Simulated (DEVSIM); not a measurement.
Structure: InP/In0.53Ga0.47As p-n heterojunction, at 300 K.

```tsv
layer (left to right)	material	thickness (μm)	Nd (cm⁻³)	Na (cm⁻³)	τn (s)	τp (s)
1	InP	0.0600	-	2.5e16	9.2e-10	9.2e-10
2	In0.53Ga0.47As	1.40	1.8e16	-	9.2e-10	2.8e-11
```

Left contact: ohmic. Right contact: ohmic. Voltage is applied to the left contact. Recombination: SRH at mid-gap, radiative. Mobility is μmin + (μ − μmin)/(1 + (N/Nref)^α).

This is a model device: material constants are rounded textbook-type values typed into the input, and sizes, dopings and lifetimes were drawn at random. Values at 300 K.

```
parameter          InP  In0.53Ga0.47As
-------------  -------  --------------
gap (eV)         1.344            0.74
affinity (eV)     4.38            4.51
permittivity      12.5            13.9
Nc (cm⁻³)       5.7e17          2.1e17
Nv (cm⁻³)       1.1e19          7.7e18
μn (cm²/Vs)       5200           12000
μp (cm²/Vs)        170             300
μn,min             400             300
μp,min              10              10
Nref,n            3e17          1.3e17
Nref,p          4.9e17          4.9e17
αn                0.47            0.48
αp                0.62             0.4
B (cm³/s)      1.2e-10         9.6e-11
```

Simulated with DEVSIM: 1D drift-diffusion, Boltzmann statistics, complete ionisation; no tunnelling, impact ionisation, image-force lowering or self-heating. Band offsets follow the typed affinities; no thermionic-emission limit at abrupt steps, no polarisation charge.

Task: Tabulate band edges, carrier densities and field at zero bias.

Result: Energies count from the Fermi level of the right contact; mesh points crowd at the junctions.

```json
[
 {"x (μm)": "0.000", "Ec (eV)": "1.187", "Ev (eV)": "-0.157", "n (cm⁻³)": "< 1e2", "p (cm⁻³)": "2.5e16", "field (V/cm)": "-57000"},
 {"x (μm)": "0.003851", "Ec (eV)": "1.165", "Ev (eV)": "-0.179", "n (cm⁻³)": "< 1e2", "p (cm⁻³)": "1.1e16", "field (V/cm)": "-58000"},
 {"x (μm)": "0.01083", "Ec (eV)": "1.124", "Ev (eV)": "-0.220", "n (cm⁻³)": "< 1e2", "p (cm⁻³)": "2.2e15", "field (V/cm)": "-60000"},
 {"x (μm)": "0.02193", "Ec (eV)": "1.055", "Ev (eV)": "-0.289", "n (cm⁻³)": "< 1e2", "p (cm⁻³)": "1.6e14", "field (V/cm)": "-64000"},
 {"x (μm)": "0.04281", "Ec (eV)": "0.915", "Ev (eV)": "-0.429", "n (cm⁻³)": "240", "p (cm⁻³)": "6.8e11", "field (V/cm)": "-71000"},
 {"x (μm)": "0.05201", "Ec (eV)": "0.848", "Ev (eV)": "-0.496", "n (cm⁻³)": "3200", "p (cm⁻³)": "5.1e10", "field (V/cm)": "-74000"},
 {"x (μm)": "0.05752", "Ec (eV)": "0.807", "Ev (eV)": "-0.537", "n (cm⁻³)": "16000", "p (cm⁻³)": "1.0e10", "field (V/cm)": "-76000"},
 {"x (μm)": "0.06242", "Ec (eV)": "0.642", "Ev (eV)": "-0.098", "n (cm⁻³)": "3500000", "p (cm⁻³)": "1.7e17", "field (V/cm)": "-61000"},
 {"x (μm)": "0.06848", "Ec (eV)": "0.608", "Ev (eV)": "-0.132", "n (cm⁻³)": "1.3e7", "p (cm⁻³)": "4.6e16", "field (V/cm)": "-52000"},
 {"x (μm)": "0.08064", "Ec (eV)": "0.548", "Ev (eV)": "-0.192", "n (cm⁻³)": "1.3e8", "p (cm⁻³)": "4.6e15", "field (V/cm)": "-47000"},
 {"x (μm)": "0.1020", "Ec (eV)": "0.454", "Ev (eV)": "-0.286", "n (cm⁻³)": "4.9e9", "p (cm⁻³)": "1.2e14", "field (V/cm)": "-41000"},
 {"x (μm)": "0.1648", "Ec (eV)": "0.241", "Ev (eV)": "-0.499", "n (cm⁻³)": "1.9e13", "p (cm⁻³)": "3.2e10", "field (V/cm)": "-27000"},
 {"x (μm)": "0.2565", "Ec (eV)": "0.091", "Ev (eV)": "-0.649", "n (cm⁻³)": "6.2e15", "p (cm⁻³)": "9.7e7", "field (V/cm)": "-7100"},
 {"x (μm)": "0.4250", "Ec (eV)": "0.064", "Ev (eV)": "-0.676", "n (cm⁻³)": "1.8e16", "p (cm⁻³)": "3.4e7", "field (V/cm)": "-65"},
 {"x (μm)": "0.8893", "Ec (eV)": "0.064", "Ev (eV)": "-0.676", "n (cm⁻³)": "1.8e16", "p (cm⁻³)": "3.3e7", "field (V/cm)": "≈ 0"},
 {"x (μm)": "1.151", "Ec (eV)": "0.064", "Ev (eV)": "-0.676", "n (cm⁻³)": "1.8e16", "p (cm⁻³)": "3.3e7", "field (V/cm)": "≈ 0"},
 {"x (μm)": "1.301", "Ec (eV)": "0.064", "Ev (eV)": "-0.676", "n (cm⁻³)": "1.8e16", "p (cm⁻³)": "3.3e7", "field (V/cm)": "≈ 0"},
 {"x (μm)": "1.376", "Ec (eV)": "0.064", "Ev (eV)": "-0.676", "n (cm⁻³)": "1.8e16", "p (cm⁻³)": "3.3e7", "field (V/cm)": "≈ 0"},
 {"x (μm)": "1.427", "Ec (eV)": "0.064", "Ev (eV)": "-0.676", "n (cm⁻³)": "1.8e16", "p (cm⁻³)": "3.3e7", "field (V/cm)": "≈ 0"},
 {"x (μm)": "1.444", "Ec (eV)": "0.064", "Ev (eV)": "-0.676", "n (cm⁻³)": "1.8e16", "p (cm⁻³)": "3.3e7", "field (V/cm)": "≈ 0"},
 {"x (μm)": "1.454", "Ec (eV)": "0.064", "Ev (eV)": "-0.676", "n (cm⁻³)": "1.8e16", "p (cm⁻³)": "3.3e7", "field (V/cm)": "≈ 0"},
 {"x (μm)": "1.460", "Ec (eV)": "0.064", "Ev (eV)": "-0.676", "n (cm⁻³)": "1.8e16", "p (cm⁻³)": "3.3e7", "field (V/cm)": "≈ 0"}
]
```
